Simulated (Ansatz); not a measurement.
A self-consistent single point of ZrV₂Ga₄ (I4mm, 7 atoms in the cell) with Ansatz (a program for electronic structure).

Method: PBEsol, default PAW files made with PBE (plane waves; Ansatz).

```
Zr(VGa2)2
1.0
   -3.20125     3.20125     2.56844
    3.20125    -3.20125     2.56844
    3.20125     3.20125    -2.56844
Zr V Ga
1 2 4
Direct
  0.00973   0.00973   0.00000
  0.75000   0.25000   0.50000
  0.25000   0.75000   0.50000
  0.30306   0.30306   0.60612
  0.69694   0.69694   0.39388
  0.30306   0.69694   0.00000
  0.69694   0.30306   0.00000
```

Reference input (self-consistent single point, DFT, PBEsol, plane waves, default PAW files made with PBE): basis.ecutwfc = 420 eV; kpoints.mp_grid.grid = 6 6 6; hamiltonian.xc = pbesol; hamiltonian.pseudopotentials = {kind: paw} (the program's default PAW files); scf.occupations.method = fermi_dirac; scf.occupations.width = 0.1 eV. This run's input differs from it in these lines:

Ansatz 0.2 input:
```diff
@@ -18,3 +18,3 @@
   mp_grid:
-    grid: [6, 6, 6]
+    grid: [11, 11, 11]
 hamiltonian:
@@ -26,3 +26,3 @@
     method: fermi_dirac
-    width: 0.1
+    width: 0.02
 output:
```

Output (repeated stretches shortened):

```
SCF iter   1: F=—  HF=-24875.240191 eV  |F-HF|=—  |Δ(HF+E_count)|=         —  Δρ=1.06e-2  dr2=1.43e-1  ethr=1.77e-3  ⟨swp⟩=6.1  Hψ=23401  notcnv=0
all-band conjugate gradients solve this SCF's bands
preconditioner: auto → Kerker (q_TF=auto, 2.658 Å⁻¹)
SCF iter   2: F=—  HF=-24875.225978 eV  |F-HF|=—  |Δ(HF+E_count)|=   1.42e-2  Δρ=4.56e-3  dr2=3.15e-2  ethr=1.59e-4  ⟨swp⟩=2.0  Hψ=8714  notcnv=0  defer=323
   [... lines left out ...]
SCF iter   4: F=—  HF=-24875.222929 eV  |F-HF|=—  |Δ(HF+E_count)|=   3.93e-4  Δρ=4.04e-4  dr2=1.70e-4  ethr=8.00e-7  ⟨swp⟩=2.0  Hψ=9736  notcnv=0  defer=323
SCF iter   5: F=—  HF=-24875.222914 eV  |F-HF|=—  |Δ(HF+E_count)|=   1.58e-5  Δρ=1.20e-4  dr2=1.30e-5  ethr=1.89e-7  ⟨swp⟩=2.0  Hψ=11894  notcnv=0  defer=323
SCF iter   6: F=—  HF=-24875.222931 eV  |F-HF|=—  |Δ(HF+E_count)|=   1.76e-5  Δρ=2.14e-5  dr2=5.17e-7  ethr=1.45e-8  ⟨swp⟩=2.0  Hψ=7631  notcnv=0  defer=323
SCF iter   7: F=-24875.222931 eV  HF=-24875.222931 eV  |F-HF|=8.70e-8  |Δ(HF+E_count)|=   6.99e-8  Δρ=9.20e-6  dr2=9.64e-8  ethr=1.11e-10  ⟨swp⟩=8.3  Hψ=28794  notcnv=0
SCF 1 converged in 7 iterations: F = -24875.222931 eV  dr2 = 9.64e-8
Free energy (F): -24875.222931 eV
Internal energy: -24875.220650 eV  (E = F + TS)
E sigma→0 (E₀):  -24875.221791 eV
Entropy (-TS):   -0.002281 eV (-0.326 meV/atom)
Fermi energy:    14.674712 eV
--- Forces (eV/Å), atoms counted from 1 ---
  atom   1  Zr     0.00000000     0.00000000    -0.28050809
  atom   2  V      0.00000000     0.00000000     0.08159746
  atom   3  V     -0.00000000     0.00000000     0.08159746
  atom   4  Ga    -0.04009319    -0.04009319     0.02933049
  atom   5  Ga     0.04009319     0.04009319     0.02933049
  atom   6  Ga     0.04009319    -0.04009319     0.02933049
  atom   7  Ga    -0.04009319     0.04009319     0.02933049
--- Stress (GPa, compression-positive) ---
       -0.347042       0.000000       0.000000
        0.000000      -0.347042       0.000000
        0.000000       0.000000      -0.821377
  P = ⅓ Tr σ = -0.5052 GPa (-5.052 kbar)
  The stress holds the Pulay correction. Without it, at fixed plane waves, as pw.x and ABINIT print it: P = -0.5563 GPa
```

The run converged in 7 iterations. Against the reference run the free energy rises by 5.4 meV/atom, the pressure goes from -0.36 to -0.51 GPa and the largest force hardly changes (0.277 to 0.281 eV/Å).

The starting cell comes from a database of computed structures (which also holds hypothetical and non-ambient phases and stackings), without a prior relaxation at this level. Its lattice was rescaled by up to half a per cent. One atom was moved a little off its site on purpose. Spin polarisation is off. Ansatz's pressure includes its estimate of the finite-basis (Pulay) stress.

Cost on one core of a shared machine: roughly 70 s.
